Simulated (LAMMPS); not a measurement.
Consider SnO2 (rutile), 576 atoms, at 1710 K and 0 GPa, heated as the crystal in molecular dynamics.

All values are model results, not measurements: classical MD, Buckingham potential of Woodley, Battle, Gale and Catlow, Phys. Chem. Chem. Phys. 1, 2535 (1999), used with rigid ions (no shells), PPPM sums, short-range terms cut at 10 Å, modified for these runs by an r^-4 repulsive force inside the short-range force's maximum; code LAMMPS.

The state found comes out as crystal; no diffusion seen in 21 ps, the density is 6.8814 ± 0.0007 g/cm³ and the volume per atom is 12.122 ± 0.001 Å³. The enthalpy per atom is -38.126 ± 0.001 eV and the first peak of g(r), O-Sn comes out as 2.05 Å, height 8.8. The coordination number of O by Sn comes out as 3.00 (counted to 2.74 Å) and the coordination number of Sn by O comes out as 6.00 (counted to 2.74 Å). The most common O-Sn-O angle comes out as in the 3° bin centred on 88.5° (mean of all 107°) and the most common Sn-O-Sn angle comes out as in the 3° bin centred on 127.5° (mean of all 120°). The mean frequency of the velocity spectrum is 15.9 THz and the cost is very roughly 7 core-minutes.

Caution: the potential ionic pair potential woodley1999 is fitted for structure prediction of static crystals.

States go by the mean squared displacement: a species diffuses where it passes 1.5 Å², still rises and gives D over 1e-6 cm²/s; a crystal has left its structure where atoms lie 0.35 Å off their sites on average or a cubic box changes its shape by 3 %.

Uncertainties are statistical and leave out the potential's own error.

```
frequency (THz)  spectral density (1/THz), total  spectral density (1/THz), O  spectral density (1/THz), Sn
---------------  -------------------------------  ---------------------------  ----------------------------
1.000                                     0.0000                       0.0000                        0.0000
1.800                                     0.0027                       0.0005                        0.0023
2.600                                     0.0100                       0.0017                        0.0083
3.400                                     0.0177                       0.0029                        0.0148
4.200                                     0.0209                       0.0028                        0.0181
5.000                                     0.0509                       0.0065                        0.0444
5.800                                     0.0393                       0.0054                        0.0339
6.600                                     0.0480                       0.0064                        0.0415
7.400                                     0.0690                       0.0083                        0.0608
8.200                                     0.0519                       0.0109                        0.0409
9.000                                     0.0252                       0.0049                        0.0203
9.800                                     0.0176                       0.0051                        0.0125
10.60                                     0.0255                       0.0105                        0.0150
11.40                                     0.0457                       0.0255                        0.0202
12.20                                     0.0775                       0.0540                        0.0235
13.00                                     0.0509                       0.0376                        0.0134
13.80                                     0.0352                       0.0291                        0.0061
14.60                                     0.0313                       0.0268                        0.0045
15.40                                     0.0365                       0.0325                        0.0040
16.20                                     0.0417                       0.0387                        0.0030
17.00                                     0.0545                       0.0512                        0.0032
17.80                                     0.0507                       0.0479                        0.0028
18.60                                     0.0444                       0.0422                        0.0022
19.40                                     0.0352                       0.0337                        0.0014
20.20                                     0.0307                       0.0294                        0.0012
21.00                                     0.0215                       0.0205                        0.0010
21.80                                     0.0169                       0.0162                        0.0007
22.60                                     0.0160                       0.0154                        0.0006
23.40                                     0.0226                       0.0219                        0.0007
24.20                                     0.0276                       0.0267                        0.0009
25.00                                     0.0351                       0.0338                        0.0014
25.80                                     0.0324                       0.0310                        0.0014
26.60                                     0.0218                       0.0207                        0.0011
27.40                                     0.0209                       0.0199                        0.0010
28.20                                     0.0229                       0.0218                        0.0011
29.00                                     0.0276                       0.0262                        0.0015
29.80                                     0.0248                       0.0230                        0.0018
30.60                                     0.0161                       0.0145                        0.0016
31.40                                     0.0101                       0.0089                        0.0011
32.20                                     0.0053                       0.0048                        0.0005
33.00                                     0.0033                       0.0030                        0.0003
33.80                                     0.0024                       0.0022                        0.0002
34.60                                     0.0018                       0.0017                        0.0002
35.40                                     0.0015                       0.0013                        0.0001
36.20                                     0.0012                       0.0011                        0.0001
37.00                                     0.0009                       0.0008                        0.0001
37.80                                     0.0007                       0.0007                        0.0001
38.60                                     0.0005                       0.0005                        0.0000
39.40                                     0.0004                       0.0004                        0.0000
```

```
angle (°)  probability per degree, O-Sn-O  probability per degree, Sn-O-Sn
---------  ------------------------------  -------------------------------
61.50                              0.0000                           0.0000
64.50                              0.0002                           0.0000
67.50                              0.0017                           0.0000
70.50                              0.0077                           0.0000
73.50                              0.0143                           0.0000
76.50                              0.0135                           0.0000
79.50                              0.0095                           0.0000
82.50                              0.0144                           0.0000
85.50                              0.0296                           0.0000
88.50                              0.0435                           0.0000
91.50                              0.0434                           0.0001
94.50                              0.0285                           0.0010
97.50                              0.0157                           0.0055
100.5                              0.0105                           0.0178
103.5                              0.0111                           0.0312
106.5                              0.0109                           0.0308
109.5                              0.0072                           0.0167
112.5                              0.0036                           0.0067
115.5                              0.0011                           0.0049
118.5                              0.0003                           0.0121
121.5                              0.0001                           0.0311
124.5                              0.0000                           0.0481
127.5                              0.0000                           0.0527
130.5                              0.0000                           0.0407
133.5                              0.0000                           0.0218
136.5                              0.0000                           0.0092
139.5                              0.0000                           0.0023
142.5                              0.0000                           0.0007
145.5                              0.0000                           0.0001
148.5                              0.0000                           0.0000
151.5                              0.0000                           0.0000
154.5                              0.0000                           0.0000
157.5                              0.0000                           0.0000
160.5                              0.0001                           0.0000
163.5                              0.0008                           0.0000
166.5                              0.0036                           0.0000
169.5                              0.0100                           0.0000
172.5                              0.0196                           0.0000
175.5                              0.0222                           0.0000
178.5                              0.0103                           0.0000
```
